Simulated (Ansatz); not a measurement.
Input:

```
CELL_PARAMETERS angstrom
      0.00812     2.80073     2.80073
      2.80073     0.00812     2.80073
      2.80886     2.80886     0.00000
ATOMIC_POSITIONS crystal
  Na 0.00000 0.00000 0.00000
  Cl 0.50000 0.50000 0.50000
```

No spin polarisation.

All numbers come from Ansatz (an electronic-structure program) PBEsol, no SOC. Γ-centred 10×10×10 mesh, Fermi–Dirac width 0.05 eV.

What is the computed stress (xx, yy, zz, yz, xz, xy; compression positive)?

(0.01, 0.01, 0.01, 0.00, 0.00, -0.07) GPa.

What electron mass does the calculation give?

0.39 mₑ (at Γ).

Predict the valence-band top at Γ (three highest levels, from the VBM).

0.00, -0.01, -0.02 eV.

The levels and masses belong to the bands next to the band gap. The cells carry an imposed strain or load. Masses are band curvatures over ±0.01 Å⁻¹ around the edge. No phonon test of stability was made. The cell was made from NaCl in the rock salt structure (space group Fm-3m, No. 225) by this change: tensor shear ε_xy = +0.29 %.
